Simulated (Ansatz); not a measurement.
Base system: La$_{2}$O$_{3}$ (space group P-3m1, No. 164).

```yaml
crystal:
  lattice:
    - [3.90611, 0.00000, 0.00000]
    - [-1.95305, 3.38279, 0.00000]
    - [0.00000, 0.00000, 6.03995]
  atoms:
    - { symbol: La, position: [0.33333, 0.66667, 0.24536] }
    - { symbol: La, position: [0.66667, 0.33333, 0.75464] }
    - { symbol: O, position: [0.00000, 0.00000, 0.00000] }
    - { symbol: O, position: [0.33333, 0.66667, 0.64601] }
    - { symbol: O, position: [0.66667, 0.33333, 0.35399] }
```

Cartesian axes are those of the cell as printed.

Level of theory: PBEsol in Ansatz (plane waves to 420 eV, PAW, scalar-relativistic without spin-orbit coupling).

For the base:

* **Smallest direct gap**: 3.86 eV
* **Band gap**: 3.77 eV

Modification: the symmetric strain tensor [0.0027 -0.0081 0.0067; -0.0081 -0.0012 -0.0088; 0.0067 -0.0088 0.0095], atoms relaxed at fixed cell.

How does this affect the smallest direct gap?

The smallest direct gap rises by 0.065 eV to 3.92 eV.

Estimate the effect on the energy relative to the base.

The energy increases by 1.9 meV/atom.

What does the calculation give for the stress after the change?

The stress (xx, yy, zz, yz, xz, xy; compression positive) comes out as (-0.56, -1.30, -1.25, 0.92, -0.33, 0.25) GPa.

What does the calculation give for the band gap after the change?

The band gap falls by 0.06 eV (3.77 eV → 3.71 eV).

Stability against distortions was not tested.

Ansatz is a first-principles code.
